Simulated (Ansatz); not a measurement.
**MgSnO₃ (model structure, started from the cubic perovskite type, Pm-3m, No. 221, 5 atoms in the cell)**

The numbers are results of G0W0@PBEsol in Ansatz (hard PAW, contour deformation, complete-basis limit), not measurements.

Settings: largest k mesh 6×6×6 (not extrapolated in the mesh).

Cell (relaxed with PBEsol):

Space group Pm-3m (No. 221); a = b = c = 3.9859 Å, α = β = γ = 90.00°

```tsv
atom	site	symmetry	x	y	z
Mg	1a	m-3m	0.0000	0.0000	0.0000
Sn	1b	m-3m	0.5000	0.5000	0.5000
O	3c	4/mm.m	0.0000	0.5000	0.5000
```

* **band gap**: 2.73 eV

Note: filled d or f shells below the valence bands can shift G0W0 gaps through exchange with them, which wasn't tested here; the relaxation could raise the start's symmetry but not lower it, so the cell can be a saddle point; the gap holds a correction of +0.52 eV to the complete basis.

Spin–orbit coupling is not included.

A model structure was made by putting elements into a prototype or built by hand; it is no filed structure, need not be a known phase, and can be a saddle point held by its symmetry.

Ansatz is a quantum-chemistry and plane-wave program.
